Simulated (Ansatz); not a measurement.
Start from InSb (space group P3_121, No. 152; a = 4.587 Å, c = 10.023 Å; a hypothetical phase, not in the database extracts checked).

Structures relaxed with Ansatz (a first-principles code) PBEsol, spin-orbit coupling left out.

Base:

Simulated powder pattern, Co Kα, λ = 1.79026 Å (kinematic, ideal powder, no thermal factors, no anomalous dispersion; the 10 strongest lines at most, above 2 %, up to 2θ = 90°):

```csv
2θ (°),I/Imax (%),hkl
26.05,19,(100)
33.42,100,(012)
45.95,13,(110)
49.97,33,(104)
50.84,25,(112)
53.57,23,(200)
63.89,13,(114)
76.98,17,(212)
88.06,12,(124)
88.88,12,(206)
```

After one change:

Simulated powder pattern, Co Kα, λ = 1.79026 Å (kinematic, ideal powder, no thermal factors, no anomalous dispersion; the 10 strongest lines at most, above 2 %, up to 2θ = 90°):

| 2θ (°) | I/Imax (%) |
|---|---|
| 25.44 | 24 |
| 32.74 | 100 |
| 49.05 | 33 |
| 49.67 | 32 |
| 52.25 | 31 |
| 62.52 | 16 |
| 74.97 | 19 |
| 85.78 | 14 |
| 86.25 | 6.8 |
| 86.86 | 15 |

Question: Name the change that was made.
A) pressure 10 GPa
B) pressure −2 GPa
C) pressure −1 GPa
D) pressure 5 GPa

Answer: B, pressure −2 GPa. Its volume per atom is 32.36 Å³ against 30.44 Å³, and its space group is P3_121 (No. 152).

Load acts through the strain it causes; cell and atoms are relaxed under it. Whether these cells are dynamically stable was not tested. Competing high-pressure phases were not computed. All final runs are without spin polarisation. Along this pressure series the structure jumps between pressure 0.7 GPa and pressure 1.5 GPa; cells beyond that are another form of it.
